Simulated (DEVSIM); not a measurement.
Model (solved in DEVSIM): 1D Poisson equation in equilibrium, Boltzmann statistics, complete ionisation; no quantum confinement or tunnelling. Metal contacts follow the ideal Schottky-Mott rule: no Fermi-level pinning, no interface dipoles.

Structure: Pd/Si3N4/p-Si capacitor, at 400 K.

```tsv
layer (left to right)	material	thickness (nm)	Na (cm⁻³)
1	Si3N4	5.20	-
2	Si	4300	1.8e16
```

Metal gate on the left, work function 5.2 eV. Fixed charge at the semiconductor interface 0 cm⁻² (in units of +e); interface traps 8.7e11 cm⁻² eV⁻¹, uniform in energy, neutral level at 0.5 of the gap above the valence band.

This is a model device: material constants are rounded textbook-type values typed into the input, and sizes, dopings and lifetimes were drawn at random. Values at 300 K; Nc and Nv go as T^1.5, mobilities as T to minus their exponent, the gap by Varshni's rule with the affinity fixed.

```tsv
parameter	Si3N4	Si
gap (eV)	5.1	1.124
affinity (eV)	2.1	4.05
permittivity	7.5	11.7
Nc (cm⁻³)	-	2.86e19
Nv (cm⁻³)	-	3.1e19
Varshni α (eV/K)	-	0.000473
Varshni β (K)	-	636
```

One input was changed, with this effect: capacitance of the dielectric stack little changed (1.28 μF/cm²); flat-band voltage little changed (0.29 V); threshold voltage (band bending 2φF) little changed (0.96 V); minimum of the low-frequency capacitance 0.175 → 0.190 μF/cm².

Question: Which change was it?
(A) Si3N4 thickness 0.0052 → 0.0021 μm
(B) fixed charge 0 → 3e+12 cm^-2
(C) gate work function 5.2 → 5.05 eV
(D) substrate doping 1.8e+16 → 3.6e+16 cm^-3
(E) interface trap density 8.7e+11 → 1e+12 cm^-2 eV^-1

Answer: E, interface trap density 8.7e+11 → 1e+12 cm^-2 eV^-1
